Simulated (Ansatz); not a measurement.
The parent structure is MgO (space group P4_2/mnm, No. 136; a hypothetical phase, not in the database extracts checked).

```xyz
8
Lattice="5.5651 0.0000 0.0000 0.0000 5.5651 0.0000 0.0000 0.0000 3.2925" Properties=species:S:1:pos:R:3 pbc="T T T"
Mg     1.7863     3.7789     0.0000
Mg     3.7789     1.7863     0.0000
Mg     4.5688     4.5688     1.6462
Mg     0.9963     0.9963     1.6462
O      1.7628     1.7628     0.0000
O      3.8024     3.8024     0.0000
O      1.0198     4.5453     1.6462
O      4.5453     1.0198     1.6462
```

Level of theory: Ansatz (a program for electronic structure), PBE, PAW, cutoff 420 eV, spin-orbit coupling left out.

One change was made to it. Results:

The shortest interatomic distance hardly moves (1.971 Å against 1.969 Å); the band gap rises by 0.01 eV to 3.39 eV; the c/a ratio remains 0.592; the smallest direct gap increases by 0.01 eV to 3.40 eV.

Which of these changes matches the shifts?
(A) pressure 0.3 GPa
(B) pressure −1 GPa
(C) pressure −2 GPa
(D) pressure 1.5 GPa

A, pressure 0.3 GPa. For comparison, the band gap in the other runs: pressure 1.5 GPa gives 3.44 eV; pressure −1 GPa gives 3.34 eV; pressure −2 GPa gives 3.30 eV.

Load acts through the strain it causes; cell and atoms are relaxed under it. Whether these cells are dynamically stable was not tested.
